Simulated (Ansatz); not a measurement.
AlSn2Sb (model structure, started from the BC2N type, R3m, No. 160, 4 atoms in the cell), treated with PBE in Ansatz (plane waves, PAW).

Run with plane-wave cutoff 520 eV, 16×16×16 k mesh, Fermi–Dirac smearing 0.05 eV, scalar-relativistic PAW data made under PBE.

Cell (relaxed at this level):

```yaml
crystal:
  lattice:
    - [2.29147, 1.32298, 7.40248]
    - [-2.29147, 1.32298, 7.40248]
    - [0.00000, -2.64596, 7.40248]
  atoms:
    - { symbol: Al, position: [0.99155, 0.99155, 0.99155] }
    - { symbol: Sb, position: [0.11582, 0.11582, 0.11582] }
    - { symbol: Sn, position: [0.50628, 0.50628, 0.50628] }
    - { symbol: Sn, position: [0.63638, 0.63638, 0.63638] }
```

**Question.** Give the computed bulk modulus B0.

**Answer.** 
- bulk modulus B0: 38.4 GPa

The run finds no gap.

Note: the bulk modulus is −V dP/dV from two relaxed cells at ±2 % in volume; the relaxation could raise the start's symmetry but not lower it, so the cell can be a saddle point.

Spin–orbit coupling is not included; it can open a gap where bands touch, and shift volumes and moduli.

Computing time: about 18 core-minutes (a rough figure).

A model structure was made by putting elements into a prototype or built by hand; it is no filed structure, need not be a known phase, and can be a saddle point held by its symmetry.

Ansatz is a program for electronic structure.
